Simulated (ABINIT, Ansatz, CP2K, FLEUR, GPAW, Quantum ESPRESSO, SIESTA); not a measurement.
**One structure in several programs: HfGeTe (P4/nmm, 6 atoms in the cell)**

Self-consistent single point, at a second geometry (lattice scaled by 0.98). First geometry:

```
HfGeTe
1.0
    3.78419     0.00000     0.00000
    0.00000     3.78419     0.00000
    0.00000     0.00000    10.28397
Hf Ge Te
2 2 2
Cartesian
  0.00000   1.89210   8.14068
  1.89210   0.00000   2.14328
  0.00000   0.00000   0.00000
  1.89210   1.89210   0.00000
  1.89210   0.00000   6.78947
  0.00000   1.89210   3.49449
```

Shared settings, as Ansatz (a first-principles code) writes them: kpoints.mp_grid.grid = 5 5 2; scf.occupations.method = fermi_dirac; scf.occupations.width = 0.05 eV. Potentials and cutoffs stand in the table.

| code | model | ΔF from the first geometry (meV/atom) | pressure (GPa) | largest force (eV/Å) | cutoff |
|---|---|---|---|---|---|
| GPAW | PBEsol, GPAW PAW datasets PBEsol (made by gpaw-setup) | -27.8 | -0.46 | 0.307 | 550 eV |
| CP2K | PBEsol, GPW, DZVP-MOLOPT-SR-GTH basis, GTH-PBE potentials (GTH_POTENTIALS) | -6.3 | 2.12 | 0.338 | grid 500 Ry |
| Ansatz | PBEsol, PAW files made with PBE | -27.6 | -0.50 | 0.246 | 420 eV |
| SIESTA | GGA PBEsol, numerical atomic orbitals DZP, PseudoDojo PBEsol standard norm-conserving potentials (rewritten from UPF to PSML) | -28.5 | -0.61 | 0.217 | grid 300 Ry |
| FLEUR | PBEsol, all-electron FLAPW (FLEUR), scalar-relativistic valence | -24.9 | – | 0.274 | Kmax 4.2 1/bohr |
| ABINIT | PBEsol, norm-conserving pseudopotentials (PseudoDojo nc-sr-04 PBEsol standard) | -26.7 | -0.36 | 0.263 | 1116 eV |
| Quantum ESPRESSO | PBEsol, PseudoDojo standard norm-conserving (PBESOL) pseudopotentials | -26.7 | -0.35 | 0.263 | 85 Ry |

Size of the force on each atom (eV/Å): Sizes of forces hide their directions.

```json
[
 {"code": "GPAW", "Hf1": "0.307", "Hf2": "0.307", "Ge3": "0.000", "Ge4": "0.000", "Te5": "0.052", "Te6": "0.052"},
 {"code": "CP2K", "Hf1": "0.291", "Hf2": "0.291", "Ge3": "0.000", "Ge4": "0.000", "Te5": "0.338", "Te6": "0.338"},
 {"code": "Ansatz", "Hf1": "0.246", "Hf2": "0.246", "Ge3": "0.000", "Ge4": "0.000", "Te5": "0.063", "Te6": "0.063"},
 {"code": "SIESTA", "Hf1": "0.217", "Hf2": "0.217", "Ge3": "0.000", "Ge4": "0.000", "Te5": "0.199", "Te6": "0.199"},
 {"code": "FLEUR", "Hf1": "0.274", "Hf2": "0.274", "Ge3": "0.000", "Ge4": "0.000", "Te5": "0.082", "Te6": "0.082"},
 {"code": "ABINIT", "Hf1": "0.263", "Hf2": "0.263", "Ge3": "0.000", "Ge4": "0.000", "Te5": "0.070", "Te6": "0.070"},
 {"code": "Quantum ESPRESSO", "Hf1": "0.263", "Hf2": "0.263", "Ge3": "0.000", "Ge4": "0.000", "Te5": "0.070", "Te6": "0.070"}
]
```

A dash marks a value that a program does not give, or that is left out as unsure.

On Ansatz's run: spin-orbit coupling is off.

The spread over the programs that give each value: ΔF from the first geometry within 22.2 meV/atom; pressure within 2.73 GPa; largest force within 0.121 eV/Å.

CP2K and SIESTA use small atom-centred bases, whose incompleteness enters pressures, forces and empty levels differently from a plane-wave cutoff. FLEUR treats all electrons, but the usual bases taken here (sphere radii, linearisation, local orbitals, empty states) were not tested for convergence, so the values are no reference for the others. Ansatz's pressure is given at a fixed set of plane waves, as the other plane-wave codes print theirs; with its correction for the finite basis it is -0.46 GPa. In the pressure, CP2K (by 2.53) lies more than 1 GPa from the median of the plane-wave programs. In the force vectors, CP2K (by 0.271) and SIESTA (by 0.132) lie more than 0.08 eV/Å from the median of the plane-wave programs.

The shared mesh is coarse (it stands for a supercell whose shortest vector is 19 Å), so the values are not converged in it.

The starting cell comes from a database of computed structures (which also holds hypothetical and non-ambient phases and stackings), without a prior relaxation at this level. Its lattice was rescaled by a random factor within 2.5 % of one. For this run, on top of that: lattice scaled by 0.98.

Keys are those of Ansatz 0.2.
